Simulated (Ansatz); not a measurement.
Abridged Ansatz (a quantum-chemistry and plane-wave program) output:

```
Pseudopotential: Fe, paw, valence charge 16
Pseudopotential: Se, paw, valence charge 16
Crystal: 6 atoms, lattice volume = 95.266 Å³
Basis set: ecut = 420 eV, 1855 PW (Γ), exchange–correlation on 64×80×48 points (8 copies of the dense FFT grid, shifted against one another)
Bands: 54, of which v1, the nominal top of the filled ones, is band 48 counted from 1 (47 counted from 0)
Symmetry: 8 space group operations
k-points: 80 of 378
Functional: x = pbesol(κ = 0.804, μ = 0.12345679012345678), c = pbesol(β = 0.046)
SCF iter   1: F=—  HF=-30597.346350 eV  |F-HF|=—  |Δ(HF+E_count)|=         —  Δρ=1.53e-2  dr2=1.59e-1  ethr=1.77e-3  ⟨swp⟩=6.0  Hψ=14850  notcnv=0
SCF iter   2: F=—  HF=-30597.328112 eV  |F-HF|=—  |Δ(HF+E_count)|=   1.82e-2  Δρ=5.10e-3  dr2=1.91e-2  ethr=1.66e-4  ⟨swp⟩=2.0  Hψ=5611  notcnv=0
SCF 1 converged in 10 iterations: F = -30597.325907 eV  dr2 = 2.22e-10
SCF converged after 10 iterations
Free energy (F): -30597.325907 eV
Internal energy: -30597.325298 eV  (E = F + TS)
E sigma→0 (E₀):  -30597.325603 eV
Entropy (-TS):   -0.000609 eV (-0.101 meV/atom)
Fermi energy:    14.471848 eV
--- Forces (eV/Å), atoms counted from 1 ---
  atom   1  Fe    -0.00000000     0.00000000     0.00000000
  atom   2  Fe     0.00000000     0.00000000     0.00000000
  atom   3  Se    -0.00007976    -0.00020400     0.00000000
  atom   4  Se    -0.00007976     0.00020400     0.00000000
  atom   5  Se     0.00007976    -0.00020400     0.00000000
  atom   6  Se     0.00007976     0.00020400     0.00000000
--- Stress (GPa, compression-positive) ---
       -0.000894       0.000000       0.000000
        0.000000      -0.000418       0.000000
        0.000000       0.000000      -0.000547
  P = ⅓ Tr σ = -0.0006 GPa (-0.006 kbar)
```

Problem. What was computed, and what are the main results?

Solution. FeSe2, 6 atoms in the cell, with PBEsol in Ansatz (plane waves to 420 eV, PAW, no spin-orbit coupling). The last SCF converged to F = -30597.325907 eV, or -5099.5543 eV per atom, at a pressure of 0.00 GPa. The total energy compares only with runs of the same code, potentials and settings.

Stability against distortions was not tested. Starting moments died away, wholly or in part, for S → Se; another magnetic solution may exist. The final runs are not spin-polarised. The cell was made from FeS2 by this change: S → Se; the result is a model cell.
